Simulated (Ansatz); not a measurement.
The starting structures come from a database of crystals and need not be the phases stable at ambient conditions.

 Where the default PAW files enter, the runs use the earlier of Ansatz's two default sets.

The decay constant κ of evanescent states in the gap governs leakage through a thin film.

Given:

```xyz
5
Lattice="3.5469 0.0000 0.0000 0.0000 4.5968 0.0000 1.7734 0.0000 3.0717" Properties=species:S:1:pos:R:3 pbc="T T T"
Cd     0.0000     0.0000     0.0000
H      3.5469     2.0762     2.0478
H      1.7734     2.5207     1.0239
O      3.5469     1.1028     2.0478
O      1.7734     3.4940     1.0239
```

Space group of this cell: P-3m1. The cell was relaxed by PBE-D3(BJ); by r2SCAN its mean pressure is -2.0 GPa.

Transport runs along the normal of the first two printed cell vectors, the (100) plane of the conventional cell.

The gap is the functional's own. No spin-orbit coupling. Mid-gap values are interpolated on the energy grid.

Task: Estimate the band gap and the smallest decay constant κ at mid-gap that r2SCAN (Ansatz, a program for electronic structure) returns for this system.

Result: Gap 2.21 eV on a 10×8×10 mesh; κ = 0.251 1/Å, at the zone centre.
